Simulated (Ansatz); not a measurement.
**A computed series for hypothetical P6_422 BAs: response to strain**

Take BAs (space group P6_422, No. 181; a hypothetical phase, not in the database extracts checked) as the base.

```xyz
6
Lattice="3.4290 0.0000 0.0000 -1.7145 2.9696 0.0000 0.0000 0.0000 7.4031" Properties=species:S:1:pos:R:3 pbc="T T T"
B     -0.8573     1.4848     2.4677
B      0.8573     1.4848     4.9354
B      1.7145     0.0000     0.0000
As    -0.8573     1.4848     6.1693
As     0.8573     1.4848     1.2339
As     1.7145     0.0000     3.7016
```

Cartesian axes are those of the cell as printed.

Strains are applied to the cell and any free atomic positions relax; under stress the whole cell relaxes.

Levels (all Ansatz, an electronic-structure program, PAW): PBEsol (420 eV, without spin-orbit coupling); r2SCAN (500 eV, no spin-orbit coupling); HSE06 (420 eV, spin-orbit coupling left out).

Band gaps by level, all at the geometries relaxed with PBEsol:

| case | PBEsol | r2SCAN | HSE06 |
|---|---|---|---|
| base | 0.31 eV | 0.61 eV | 0.90 eV |
| isotropic strain +2.49 % | 0.43 eV | [?] | 1.07 eV |
| uniaxial strain ε_xx = +0.42 % | 0.31 eV | 0.61 eV | 0.91 eV |
| uniaxial strain ε_zz = −2.90 % | 0.15 eV | 0.43 eV | 0.73 eV |
| uniaxial stress, 5 GPa compression along z | 0.22 eV | 0.50 eV | [?] |

Question: What belongs in the blanks?

Answer: 
- isotropic strain +2.49 %, r2SCAN: 0.65 eV
- uniaxial stress, 5 GPa compression along z, HSE06: 0.80 eV

Single points use the geometry relaxed with PBEsol. HSE06 was sampled on its mesh, a few special points and the semilocal edge points, so its gap is an upper bound. Stability under load was not tested beyond the relaxation. The base started in P3_121 and relaxed to P6_422 at this level. A zero or small gap of BAs under uniaxial strain ε_zz = −2.90 % and BAs under uniaxial stress, 5 GPa compression along z can be the functional's error rather than a property of the material.
